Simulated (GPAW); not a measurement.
# Equation of state of zinc-blende SiC (space group 216): energy against volume (GPAW, PBEsol)

```xyz
2
Lattice="0.0000 2.1167 2.1167 2.1167 0.0000 2.1167 2.1167 2.1167 0.0000" Properties=species:S:1:pos:R:3 pbc="T T T"
Si     0.0000     0.0000     0.0000
C      3.1751     3.1751     3.1751
```

Computed with PBEsol, GPAW PAW datasets PBEsol (made by gpaw-setup) (plane waves; GPAW 25.7.0). Settings: mode = pw; ecut = 1040 eV; xc = PBEsol; kpts = 13 13 13; mesh shift (steps) = 0 0 0; occupations.name = fermi-dirac; occupations.width = 0.01 eV; nbands = -8; convergence.forces = 0.001 eV/Å; convergence.bands = -6; symmetry.symmorphic = false; symmetry.tolerance = 0.0005; maxiter = 150. The cell above is the first row's. The rows scale it uniformly. In all rows fractional positions and the k mesh are held. E is the free energy at the stated smearing, counted from the lowest row.

```csv
V (Å^3/atom),E (meV/atom)
9.484,64.53
9.690,37.24
9.896,17.87
10.102,5.68
10.308,0.00
10.515,0.24
10.721,5.83
10.927,16.29
11.133,?
```

**Question.** Fit E against V with the third-order Birch-Murnaghan form, a cubic in V^(-2/3), and predict the withheld value at V = 11.133.

**Answer.** With u = V^(-2/3) - 0.213, the rows have u = 0.010189, 0.007014, 0.003950, 0.000991, -0.001870, -0.004650, -0.007327, -0.009921. Least squares gives E = 3.036 + 2308.69·u + 366579·u² - 79655·u³. Residuals (row less fit): -0.002, 0.004, 0.000, -0.004, -0.001, 0.005, -0.001, 0.000; standard error 0.004 (degrees of freedom: 4). Its minimum lies at u = -0.003146, so V0 = (0.209854)^(-3/2) = 10.40. There d²E/du² = 734700 and d³E/du³ = -477900, so B0 = (4/9) × 10.40^(-7/3) × 734700 × 0.160218 = 221 GPa (the last factor turns the table's units into GPa), and B0' = 4 + (2/3) × 0.209854 × (-477900)/734700 = 3.9. The program's pressures in the fitted runs (not shown) pass through zero at V = 10.40, 0.05 % from this V0. At the withheld row, u = -0.012433, so E = 3.036 + 2308.69 × (-0.012433) + 366579 × (-0.012433)² - 79655 × (-0.012433)³ = 31.151 meV/atom. The calculation gives 31.15 meV/atom, which the fit meets to the printed digits. The row lies outside the fitted rows, so this is an extrapolation. From the scatter of the fitted rows alone, a prediction at this place has a standard error of 0.010 meV/atom, so the miss is 0.1 times that.

Carrying the step between the two nearest rows on in a straight line would have given 26.75, off by 4.40; series whose last step already gives the withheld value aren't shown. The scan was laid around a cell of about the measured size, scaled by a guess for this functional. This is the 3C polytype. The runs keep the symmetry of the cell, so they don't test it for distortions. Cutoffs and mesh are single choices, not tested for convergence of this quantity. Series with a scatter that would blur these digits, or in which a gap closes, are not shown. Nor are scans whose minimum lies at an end fitted in this form.
